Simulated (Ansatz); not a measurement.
Formation energy of the localised charge states of Ga vacancy + O vacancy (V_Ga+V_O) in beta Ga2O3 (start: the Ga(2) site; O(2) 1.97 Å away; 120-site cell, 2×2×2 shifted sampling) against the Fermi level, Ga-rich (Δμ(Ga) = 0.00 eV, Δμ(O) = -3.04 eV; only phases computed here count, gases as isolated molecules at 0 K). Level of theory: PBE, PAW (plane waves to 420 eV; Ansatz, a quantum-chemistry and plane-wave program).

Charges with a result: +1, 0, −1. Others weren't obtained, and one of them could lie lower, also by skipping a charge.

Cell and caveats: 120-site cell; 2×2×2 shifted k-points; host gap 2.01 eV; charged states image-corrected; not converged in cell size; flagged in the runs: a host whose relaxation on this sampling wasn't shown to rest.

Left out: charge +1 (level within 0.1 eV of a band edge or past it).

```json
[
 {"E_F − E_VBM (eV)": "0.00", "q = 0": "5.68", "q = −1": "6.29"},
 {"E_F − E_VBM (eV)": "0.25", "q = 0": "5.68", "q = −1": "6.04"},
 {"E_F − E_VBM (eV)": "0.50", "q = 0": "5.68", "q = −1": "5.79"},
 {"E_F − E_VBM (eV)": "0.75", "q = 0": "5.68", "q = −1": "5.54"},
 {"E_F − E_VBM (eV)": "1.00", "q = 0": "5.68", "q = −1": "5.29"},
 {"E_F − E_VBM (eV)": "1.26", "q = 0": "5.68", "q = −1": "5.04"},
 {"E_F − E_VBM (eV)": "1.51", "q = 0": "5.68", "q = −1": "4.79"},
 {"E_F − E_VBM (eV)": "1.76", "q = 0": "5.68", "q = −1": "4.54"},
 {"E_F − E_VBM (eV)": "2.01", "q = 0": "5.68", "q = −1": "4.28"}
]
```

Crossings of the lowest lines: (0/−1) at 0.61 eV.
